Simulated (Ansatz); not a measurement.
Output of an Ansatz run (abridged):

```
WARN the atoms were moved onto the symmetric positions of the space group found under crystal.symmetry.tolerance 1.0e-5 (fractional …
WARN ansatz: RAYON_NUM_THREADS=1 ignored (pool sized by the plan → 1); use --threads N
Pseudopotentials: kind: paw
Pseudopotential: Si, paw, valence charge 4
Crystal: 4 atoms, lattice volume = 79.301 Å³
Basis set: ecut = 420 eV, 1521 PW (Γ)
Bands: 12, of which v1, the nominal top of the filled ones, is band 8 counted from 1 (7 counted from 0)
Symmetry: 24 space group operations
Space group: P63/mmc (ITA 194), of the structure as read, at distance tolerance 4.3e-5 Å
k-points: 30 of 256
PAW frozen core: Si, regenerated for the run's functional, and the local potential with it
Initial density: superposition of atomic densities (neutral atoms: chi_scale 0, normalization atom), corrected by the library's trained network
Initial wavefunctions: pseudopotential atomic-orbital guess
Eigensolver: davidson
Functional: x = slater, c = lda
SCF iter   1: F=—  HF=-2434.550578 eV  |F-HF|=—  |Δ(HF+E_count)|=         —  Δρ=3.90e-3  dr2=7.27e-3  ethr=1.77e-3  ⟨swp⟩=6.1  Hψ=2567  notcnv=0
all-band conjugate gradients solve this SCF's bands
preconditioner: auto → none
SCF iter   2: F=—  HF=-2434.549537 eV  |F-HF|=—  |Δ(HF+E_count)|=   1.04e-3  Δρ=1.81e-3  dr2=1.45e-3  ethr=4.55e-5  ⟨swp⟩=1.7  Hψ=726  notcnv=0
SCF iter   3: F=—  HF=-2434.549297 eV  |F-HF|=—  |Δ(HF+E_count)|=   2.39e-4  Δρ=1.10e-4  dr2=5.94e-6  ethr=9.09e-6  ⟨swp⟩=1.5  Hψ=442  notcnv=0
SCF iter   4: F=—  HF=-2434.549293 eV  |F-HF|=—  |Δ(HF+E_count)|=   4.48e-6  Δρ=1.50e-5  dr2=1.32e-7  ethr=3.71e-8  ⟨swp⟩=2.3  Hψ=572  notcnv=0
iter 5 did not close the SCF: its close was put off for the readings that it lacked (scf_convergence_deferred on its scf_iter line)
SCF iter   5: F=-2434.549293 eV  HF=-2434.549293 eV  |F-HF|=1.51e-9  |Δ(HF+E_count)|=   2.38e-8  Δρ=4.06e-6  dr2=5.79e-9  ethr=8.23e-10  ⟨swp⟩=2.3  Hψ=574  notcnv=0
SCF iter   6: F=-2434.549293 eV  HF=-2434.549293 eV  |F-HF|=2.05e-11  |Δ(HF+E_count)|=   1.78e-9  Δρ=2.33e-7  dr2=5.34e-11  ethr=3.62e-11  ⟨swp⟩=1.7  Hψ=1089  notcnv=0
SCF 1 converged in 6 iterations: F = -2434.549293 eV  dr2 = 5.34e-11
SCF converged after 6 iterations
Free energy (F): -2434.549293 eV
Harris-Foulkes:  -2434.549293 eV  (|F-HF|=2.05e-11)
Internal energy: -2434.548832 eV  (E = F + TS)
E sigma→0 (E₀):  -2434.549062 eV
Entropy (-TS):   -0.000461 eV (-0.115 meV/atom)
Fermi energy:    6.541926 eV
--- Per-component energies (eV) ---
  E_band       = 16.834802
  E_kinetic    = 162.543550
  E_local      = -113.665087  (includes V_loc(G=0)·N_el)
  E_nonlocal   = 108.291897
  E_hartree    = 30.091266
  E_xc         = -219.521978
  E_vxc        = -188.905451  (∫ρ·V_xc dr)
  E_paw        = -1944.679447  (= ΣΔE_a)
  E_vpaw       = -11.612718  (= ΣTr[D̂ρ^β])
  E_aug_tail   = 0.000022  (compensation charges beyond the density's cutoff)
  E_ewald      = -457.946378
  E_core_change = 0.337323  (= ΣΔE_core)
  E_smearing   = -0.000461  (= −TS)
  E_closure    = 0.000000  (closes the sum)
  Σ components = -2434.549293   (vs F -2434.549293, Δ=0.00e0)
--- Forces (eV/Å), atoms counted from 1 ---
  atom   1  Si     0.00000000    -0.00000000    -0.00947409
  atom   2  Si    -0.00000000     0.00000000     0.00947409
  atom   3  Si    -0.00000000     0.00000000    -0.00947409
  atom   4  Si     0.00000000    -0.00000000     0.00947409
  max |Σ_I F_I| component: 3.24e-17 eV/Å
--- Stress (GPa, compression-positive) ---
       -0.697872      -0.000000       0.000000
       -0.000000      -0.697872       0.000000
        0.000000       0.000000      -0.631189
  P = ⅓ Tr σ = -0.6756 GPa (-6.756 kbar)
  The stress holds the Pulay correction. Without it, at fixed plane waves, as pw.x and ABINIT print it: P = -0.7213 GPa
--- Band table (eV; the first three rows and the last of 30) ---
  k-point 0: bands = ["-5.8924", "-3.5675", "-0.9021", "4.8775", "4.8775", "6.0547", "6.4137", "6.4137", "7.3720", "8.3694", "8.3694", "8.7167"]
  k-point 1: bands = ["-5.6885", "-4.2025", "0.1150", "4.4450", "5.0343", "5.0343", "6.0686", "6.0686", "7.5770", "8.6836", "8.6836", "8.9099"]
  k-point 2: bands = ["-5.0939", "-5.0939", "2.1258", "2.1258", "5.4749", "5.4749", "5.4749", "5.4749", "8.1589", "8.1589", "9.3530", "9.3530"]
  k-point 29: bands = ["-2.5360", "-2.5360", "-0.9796", "-0.9796", "2.0374", "2.0374", "4.3461", "4.3461", "7.8805", "7.8805", "10.0739", "10.0739"]
```

The structure:

```
CELL_PARAMETERS angstrom
      3.81216     0.00000     0.00000
     -1.90608     3.30143     0.00000
      0.00000     0.00000     6.30096
ATOMIC_POSITIONS crystal
  Si 0.33333 0.66667 0.06301
  Si 0.66667 0.33333 0.93699
  Si 0.66667 0.33333 0.56301
  Si 0.33333 0.66667 0.43699
```

Problem. What input produced this log?

Solution. Other spellings and defaults could give the same log, and not every line can be read from it. The input that was run (DFT, LDA (PW92), plane waves, default PAW files made with PBE):

Ansatz 0.2 input:
```yaml
# Si
crystal:
  lattice:
    - [3.812163, 0.000000, 0.000000]
    - [-1.906082, 3.301430, 0.000000]
    - [0.000000, 0.000000, 6.300957]
  atoms:
    - { symbol: Si, position: [0.333333, 0.666667, 0.063010] }
    - { symbol: Si, position: [0.666667, 0.333333, 0.936990] }
    - { symbol: Si, position: [0.666667, 0.333333, 0.563010] }
    - { symbol: Si, position: [0.333333, 0.666667, 0.436990] }
basis:
  ecutwfc: 420.0
kpoints:
  mp_grid:
    grid: [8, 8, 4]
hamiltonian:
  xc: lda
  pseudopotentials:
    kind: paw
scf:
  occupations:
    method: fermi_dirac
    width: 0.05
output:
  forces: true
  eigenvalues: true
  stress: true
```

The starting cell comes from a database of computed structures (which also holds hypothetical and non-ambient phases and stackings), without a prior relaxation at this level. Its lattice was rescaled by up to half a per cent. Ansatz's pressure includes its estimate of the finite-basis (Pulay) stress.

Ansatz is a quantum-chemistry and plane-wave program.
